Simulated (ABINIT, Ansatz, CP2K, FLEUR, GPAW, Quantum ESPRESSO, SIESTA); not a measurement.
## One structure in several programs: TaNbAl6 (P4/mmm, 8 atoms in the cell)

Self-consistent single point.

```yaml
crystal:
  lattice:
    - [3.91003, 0.00000, 0.00000]
    - [0.00000, 3.91003, 0.00000]
    - [0.00000, 0.00000, 8.70543]
  atoms:
    - { symbol: Ta, position: [0.50000, 0.50000, 0.50000] }
    - { symbol: Al, position: [0.50000, 0.50000, 0.00000] }
    - { symbol: Al, position: [0.00000, 0.00000, 0.50000] }
    - { symbol: Al, position: [0.00000, 0.50000, 0.25110] }
    - { symbol: Al, position: [0.00000, 0.50000, 0.74890] }
    - { symbol: Al, position: [0.50000, 0.00000, 0.25110] }
    - { symbol: Al, position: [0.50000, 0.00000, 0.74890] }
    - { symbol: Nb, position: [0.00000, 0.00000, 0.00000] }
```

All programs got the same cell, k-point mesh and kind of occupations (in Ansatz's words: kpoints.mp_grid.grid = 7 7 3; scf.occupations.method = fermi_dirac; scf.occupations.width = 0.05 eV); potentials, basis and cutoffs are each program's usual ones.

| code | model | pressure (GPa) | largest force (eV/Å) | k-points | cutoff |
|---|---|---|---|---|---|
| ABINIT | PBEsol, PAW (JTH v2.0 PBE PAW, files made for PBE) | -7.52 | 0.013 | 20 | 571 eV |
| CP2K | PBEsol, GPW, DZVP-MOLOPT-PBE-GTH basis, GTH-PBE potentials (POTENTIAL_UZH) | -5.96 | 0.006 | 74 | grid 500 Ry |
| GPAW | PBEsol, GPAW PAW datasets PBEsol (made by gpaw-setup) | -7.41 | 0.021 | 20 | 550 eV |
| SIESTA | GGA PBEsol, numerical atomic orbitals TZP, PseudoDojo PBEsol standard norm-conserving potentials (rewritten from UPF to PSML) | -8.10 | 0.018 | 74 | grid 400 Ry |
| FLEUR | PBEsol, all-electron FLAPW (FLEUR), scalar-relativistic valence | – | 0.011 | 20 | Kmax 4.3 1/bohr |
| Ansatz | PBEsol, PAW files made with PBE | -7.61 | 0.011 | 20 | default |
| Quantum ESPRESSO | PBEsol, PseudoDojo standard norm-conserving (PBESOL) pseudopotentials | -7.66 | 0.010 | 20 | 85 Ry |

A dash marks a value that a program does not give, or that is left out as unsure.

The spread over the programs that give each value: pressure within 2.14 GPa; largest force within 0.015 eV/Å.

The starting cell comes from a database of computed structures (which also holds hypothetical and non-ambient phases and stackings), without a prior relaxation at this level. Its lattice was rescaled by a random factor within 2.5 % of one. On Ansatz's run: Spin-orbit coupling is off. Spin polarisation is off. In the base run, with a pressure of about -8 GPa the cell is away from its equilibrium volume at this level.

Q: Why do the programs differ, and what cannot be compared?

A: Differences of this kind can come from the potentials, where these differ, and from what each basis and cutoff leave unconverged. The valence holds different numbers of electrons (ABINIT 44, CP2K 44, GPAW 44, SIESTA 44, FLEUR 58, Ansatz (a program for electronic structure) 44, Quantum ESPRESSO 44). The zero of total energies and Fermi levels follows the potentials and each program's conventions, so they are not compared here. CP2K and SIESTA use small atom-centred bases, whose incompleteness enters pressures, forces and empty levels differently from a plane-wave cutoff. FLEUR treats all electrons, but the usual bases taken here (sphere radii, linearisation, local orbitals, empty states) were not tested for convergence, so the values are no reference for the others. Ansatz's pressure is given at a fixed set of plane waves, as the other plane-wave codes print theirs. The programs reduce the same mesh by symmetry to different extents, which changes the work and not the result. In the pressure, CP2K (by 1.60) lies more than 1 GPa from the median of the plane-wave programs.

Keys are those of Ansatz 0.2.
